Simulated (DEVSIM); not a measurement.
Structure: abrupt Si p-n junction, at 400 K.

```
layer (left to right)  material  thickness (μm)  Nd (cm⁻³)  Na (cm⁻³)   τn (s)   τp (s)
---------------------  --------  --------------  ---------  ---------  -------  -------
1                            Si            4.30          -       1e19  0.00021  0.00021
2                            Si             250     7.5e15          -  0.00021  0.00021
```

Left contact: ohmic. Right contact: ohmic. Voltage is applied to the left contact. Recombination: SRH at mid-gap. Mobility is μmin + (μ − μmin)/(1 + (N/Nref)^α).

This is a model device: material constants are rounded textbook-type values typed into the input, and sizes, dopings and lifetimes were drawn at random. Values at 300 K; Nc and Nv go as T^1.5, mobilities as T to minus their exponent, the gap by Varshni's rule with the affinity fixed.

| parameter | Si |
|---|---|
| gap (eV) | 1.124 |
| affinity (eV) | 4.05 |
| permittivity | 11.7 |
| Nc (cm⁻³) | 2.86e19 |
| Nv (cm⁻³) | 3.1e19 |
| μn (cm²/Vs) | 1417 |
| μp (cm²/Vs) | 470 |
| μn,min | 52 |
| μp,min | 45 |
| Nref,n | 9.7e16 |
| Nref,p | 2.2e17 |
| αn | 0.68 |
| αp | 0.72 |
| T exponent of μn | 2.3 |
| T exponent of μp | 2.2 |
| Varshni α (eV/K) | 0.000473 |
| Varshni β (K) | 636 |

Model (solved in DEVSIM): 1D drift-diffusion, Boltzmann statistics, complete ionisation; no tunnelling, impact ionisation, image-force lowering or self-heating.

The thickness of layer 1 was swept, all else fixed.

```
thickness of layer 1 (μm)  dark forward voltage at 100 A/cm² (V)
-------------------------  -------------------------------------
0.86                                                       0.887
1.5                                                        0.872
2.6                                                        0.860
4.3                                                        0.851
7.3                                                        0.846
13                                                         0.842
22                                                         0.841
```

From the first row to the last the dark forward voltage at 100 A/cm² goes from 0.887 to 0.841.
